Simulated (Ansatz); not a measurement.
**Habitual settings against a tight run: In3SbTe2 (Immm, 6 atoms in the cell)**

Self-consistent single point.

```xyz
6
Lattice="-2.2264 3.1113 6.4822 2.2264 -3.1113 6.4822 2.2264 3.1113 -6.4822" Properties=species:S:1:pos:R:3 pbc="T T T"
In     0.0000     0.0000     0.0000
In     0.0000     0.0000     8.5689
In     0.0000     0.0000     4.3954
Sb     0.0000     3.1113     0.0000
Te     2.2264     0.0000     2.2204
Te     0.0000     3.1113     4.2618
```

Method of the run: LDA (PW92), PAW files made with PBE (plane waves; Ansatz, a program for electronic structure).

Base settings: basis.ecutwfc = 420 eV; kpoints.mp_grid.grid = 6 6 6; hamiltonian.xc = lda; hamiltonian.pseudopotentials = {kind: paw} (the program's default PAW files); scf.occupations.method = cold; scf.occupations.width = 0.1 eV.

Tight run (finer mesh or higher cutoff; not a proven limit): basis.ecutwfc: 420 eV → 590 eV; kpoints.mp_grid.grid: 6 6 6 → 9 9 9; scf.convergence.dr2_threshold: default (1e-07 eV) → 1e-09 eV. It gave Fermi level (on the code's own zero) 8.89 eV; pressure -3.65 GPa; largest force (vector length) 0.083 eV/Å.

Quick runs, as changes from the base:
- A: the base itself
- B: basis.ecutwfc: 420 eV → 295 eV; kpoints.mp_grid.grid: 6 6 6 → 8 8 8; scf.convergence.dr2_threshold: default (1e-07 eV) → 0.001 eV
- C: kpoints.mp_grid.grid: 6 6 6 → 4 4 4
- D: basis.ecutwfc: 420 eV → 250 eV; scf.occupations.method: cold → gaussian; scf.occupations.width: 0.1 eV → 0.2 eV; scf.convergence.dr2_threshold: default (1e-07 eV) → 0.001 eV
- E: basis.ecutwfc: 420 eV → 210 eV; kpoints.mp_grid.grid: 6 6 6 → 8 8 8; scf.occupations.method: cold → fermi_dirac; scf.occupations.width: 0.1 eV → 0.136 eV; kpoints.mp_grid.shift: default → 0.5 0.5 0.5
- F: basis.ecutwfc: 420 eV → 210 eV; kpoints.mp_grid.grid: 6 6 6 → 2 2 2; scf.occupations.width: 0.1 eV → 0.136 eV

Energies are extrapolated to zero smearing width, which holds to low order in the width alone.

The count of work is k-points × plane waves × bands × iterations; it is no time. 

Pressures in the table are Ansatz's without its Pulay estimate, at a fixed set of plane waves; the tight run's value above holds the estimate.

The starting cell comes from a database of computed structures (which also holds hypothetical and non-ambient phases and stackings), without a prior relaxation at this level. Its lattice was rescaled by a random factor within 2.5 % of one. In the base run, with a pressure of about -4 GPa the cell is away from its equilibrium volume at this level. The run gives no clean gap (levels at the Fermi energy touch, overlap or are partly filled at this smearing), which alone does not show that the compound is a metal.

```
run  energy less tight (meV/atom)  pressure less tight (GPa)  largest miss in a force vector (eV/Å)  count of work / tight
---  ----------------------------  -------------------------  -------------------------------------  ---------------------
A                             5.4                       0.01                                  0.004                   0.20
B                            50.6                      -3.10                                  0.029                   0.12
C                             4.0                      -0.08                                  0.036                  0.079
D                           562.6                     -23.92                                  0.008                  0.046
E                          3474.0                    -110.44                                  0.032                   0.13
F                          3526.9                    -107.59                                  0.129                 0.0070
```

Among the runs at the tight run's level, the energy misses run from 4.0 to 3526.9 meV/atom.

Keys are those of Ansatz 0.2.
